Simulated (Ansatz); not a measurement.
Base system: Al in the fcc (Cu type) structure (space group Fm-3m, No. 225; a = 4.040 Å).

Method: PBE (Ansatz, an electronic-structure program; PAW; 420 eV plane waves; scalar-relativistic without spin-orbit coupling).

Before the change:

```
Property              Result
-------------------  -------
Lattice parameter a  4.040 Å
```

The change: cell and atoms relaxed at a pressure of 30 GPa.

Task: Predict the new lattice parameter a.

Result: The lattice parameter a decreases by 0.2988 Å, from 4.040 Å to 3.742 Å.

Load acts through the strain it causes; cell and atoms are relaxed under it. No phonon test of stability was made. No other phases were tried under pressure.
